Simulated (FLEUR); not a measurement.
Worked example: self-consistent single point of HgPt3 (Pm-3m, 4 atoms in the cell) in FLEUR.

Computed with LDA (Vosko-Wilk-Nusair), all-electron FLAPW (FLEUR), scalar-relativistic valence in FLEUR.

The change in words: lattice scaled by 0.98. Reference geometry:
```
CELL_PARAMETERS angstrom
      3.98297     0.00000     0.00000
      0.00000     3.98297     0.00000
      0.00000     0.00000     3.98297
ATOMIC_POSITIONS crystal
  Hg 0.00000 0.00000 0.00000
  Pt 0.00000 0.50000 0.50000
  Pt 0.50000 0.00000 0.50000
  Pt 0.50000 0.50000 0.00000
```

Reference input (self-consistent single point, DFT, LDA (Vosko-Wilk-Nusair), all-electron FLAPW (FLEUR), scalar-relativistic valence): Kmax = 4.1 1/bohr; GmaxXC = 16.4 1/bohr; xcFunctional = vwn; jspins = 1; l_soc = F; mode = hist; fermiSmearingEnergy = 0.00499791 Htr; mesh (inpgen div1-3) = 7 7 7; inpgen gamma flag = false; Gmax = 16.4 1/bohr; numbands = 0; maxIterBroyd = 15. This run's input differs from it in these lines:

```diff
@@ -6,3 +6,3 @@
 0.0000000000 0.0000000000 1.0000000000
-7.5267281318
+7.3761944384
 1.0 1.0 1.0
@@ -46,5 +46,5 @@
          <bravaisMatrix>
-            <row-1>    7.5267281317999997     0.0000000000000000     0.0000000000000000</row-1>
-            <row-2>    0.0000000000000000     7.5267281317999997     0.0000000000000000</row-2>
-            <row-3>    0.0000000000000000     0.0000000000000000     7.5267281317999997</row-3>
+            <row-1>    7.3761944383999998     0.0000000000000000     0.0000000000000000</row-1>
+            <row-2>    0.0000000000000000     7.3761944383999998     0.0000000000000000</row-2>
+            <row-3>    0.0000000000000000     0.0000000000000000     7.3761944383999998</row-3>
          </bravaisMatrix>
```

The program printed (abridged):

```
 Iteration:     1   Distance:      19.30347274 me/bohr^3
 Iteration:     2   Distance:      17.56080690 me/bohr^3
 Iteration:     3   Distance:       7.58736113 me/bohr^3
 Iteration:     4   Distance:       2.67218386 me/bohr^3
 Iteration:     5   Distance:       1.93491198 me/bohr^3
   [... 9 lines left out ...]
 Iteration:    15   Distance:       0.00002594 me/bohr^3
 Iteration:    16   Distance:       0.00002350 me/bohr^3
 Iteration:    17   Distance:       0.00001125 me/bohr^3
 Iteration:    18   Distance:       0.00000331 me/bohr^3
 Run finished successfully
 Stop message:
   Structural relaxation: Done

[file out, last iteration]
             iter=     19
[...]
          total density-effective poten   -1.3196633133E+05
          total charge density-energy d   -1.4041244740E+03
 Updated energy parameters for spin:           1
[...]
 fermi energy and band-weighting factors:
    1.228427    1.228427    1.253055

[...]
FERMIE:
          first approx. to ef    (T=0)  :   0.549842 htr   (energy of the highest occ. eigenvalue)
          number of occ. states  (T=0)  :        653
          first approx. to seigv (T=0)  : -19.602729 htr
          sum of weights of occ. states :  33.023324
          sum of semicore charge        :   0.000000 e
FERHIS:  Fermi-Energy by histogram:
          bandgap                     :   0.000340 htr
   [... lines left out ...]
          charge neutrality (T=0)     :   0.046647    (zero if the highest occ. eigenvalue is "entirely" occupied)
     EF_NEWTON:  Adjust Fermi-Energy by Newton-Method.
 Direct bandgap for spin            1 :    2.3966246810136482E-003  Htr
 ---->    free energy=                    -74960.5462793862 htr
   [... lines left out ...]
      extrapolation for T->0
 ---->    total electron energy=          -74960.5423781608 htr
 ***** TOTAL FORCES ON ATOMS *****
 TOTAL FORCE FOR ATOM TYPE=  1  X=  0.000   Y=  0.000   Z=  0.000
                       FX_TOT= 0.000000 FY_TOT= 0.000000 FZ_TOT= 0.000000
 TOTAL FORCE FOR ATOM TYPE=  2  X=  0.000   Y=  3.688   Z=  3.688
                       FX_TOT= 0.000000 FY_TOT= 0.000000 FZ_TOT= 0.000000
 Structural relaxation: Done
```

The run converged in 18 iterations. FLEUR gives forces in its relaxation mode, with a further iteration, so its stop message speaks of a relaxation. 

The starting cell comes from a database of computed structures (which also holds hypothetical and non-ambient phases and stackings), without a prior relaxation at this level. Its lattice was rescaled by a random factor within 2.5 % of one. For this run, on top of that: lattice scaled by 0.98. Spin-orbit coupling is off. Spin polarisation is off. Values depend on the basis (sphere radii, cutoffs, local orbitals), which need not be converged. The log's line on a gap gives a spacing of levels on this mesh, which the program prints for metals too.

These are the values that this program gave, and no reference: the default basis lacks the next d shell.

Cost on one core of a shared machine: roughly 60 s.
